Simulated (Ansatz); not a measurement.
The structure below was relaxed with r2SCAN/PAW in Ansatz (a quantum-chemistry and plane-wave program), no spin-orbit coupling, at pressure 10 GPa.

```xyz
5
Lattice="3.8454 0.0000 0.0000 0.0000 3.8454 0.0000 0.0000 0.0000 3.8454" Properties=species:S:1:pos:R:3 pbc="T T T"
Sr     0.0000     0.0000     0.0000
Ti     1.9227     1.9227     1.9227
O      0.0000     1.9227     1.9227
O      1.9227     1.9227     0.0000
O      1.9227     0.0000     1.9227
```

Task: Find the space group and the Wyckoff positions.

Result: Space group Pm-3m (No. 221); a = 3.8454 Å, b = 3.8454 Å, c = 3.8454 Å, α = 90.00°, β = 90.00°, γ = 90.00°

```json
[
 {"atom": "Sr", "site": "1a", "symmetry": "m-3m", "x": "0.0000", "y": "0.0000", "z": "0.0000"},
 {"atom": "Ti", "site": "1b", "symmetry": "m-3m", "x": "0.5000", "y": "0.5000", "z": "0.5000"},
 {"atom": "O", "site": "3c", "symmetry": "4/mm.m", "x": "0.0000", "y": "0.5000", "z": "0.5000"}
]
```

Load acts through the strain it causes; cell and atoms are relaxed under it. Whether these cells are dynamically stable was not tested. No other phases were tried under pressure. All final runs are without spin polarisation. The cell was made from SrTiO$_{3}$ in the cubic perovskite structure (space group Pm-3m, No. 221) by this change: pressure 10 GPa. Many cubic perovskites are stable only at high temperature; tilts and polar distortions were not tested.
